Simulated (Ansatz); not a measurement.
Base system: Pd in the fcc (Cu type) structure (space group Fm-3m, No. 225; a = 3.878 Å; relaxed with 0.1 eV smearing). Axes: x, y, z lie along the cube axes.

Calculations: plane-wave PAW DFT at the PBEsol level (Ansatz, a quantum-chemistry and plane-wave program, 420 eV), no spin-orbit coupling.

Before the change:

The shortest interatomic distance is 2.742 Å.

Perturbation: tensor shear ε_xy = +0.57 % (engineering shear γ = 0.0114), atoms relaxed at fixed cell.

Q: What happens to the stress, shortest interatomic distance and energy relative to the base?

A: The stress (xx, yy, zz, yz, xz, xy; compression positive) amounts to (0.0, 0.0, 0.0, 0.0, 0.0, -1.0) GPa; the shortest interatomic distance decreases by 0.016 Å, from 2.742 Å to 2.726 Å; the energy grows by 0.5 meV/atom.

The cells carry an imposed strain or load. No phonon test of stability was made. The final runs are not spin-polarised.
